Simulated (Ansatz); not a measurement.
**BeTe: element substitutions**

The parent structure is BeTe in the zinc blende structure (space group F-43m, No. 216; a = 5.604 Å).

Each row replaces one element on all its sites; cell and atoms are relaxed.

Level of theory: Ansatz (an electronic-structure program) PBEsol, spin-orbit coupling left out.

Before the change:

The volume per atom comes out as 22.00 Å³.

Problem. The aim is a volume per atom between 16.13 Å³ and 17.74 Å³. Which of these changes reaches it?
(A) Te → Cd
(B) Te → S
(C) Te → Se
(D) Be → B

Solution. C, Te → Se. It gives 16.86 Å³; Te → Cd gives 21.45 Å³; Te → S gives 14.15 Å³; Be → B gives 19.35 Å³. Changes not listed may reach it too

Whether these cells are dynamically stable was not tested. As relaxed here, BeCd and BTe are hypothetical phases, not in the database extracts checked. All final runs are without spin polarisation. An odd electron count without spin: BTe.
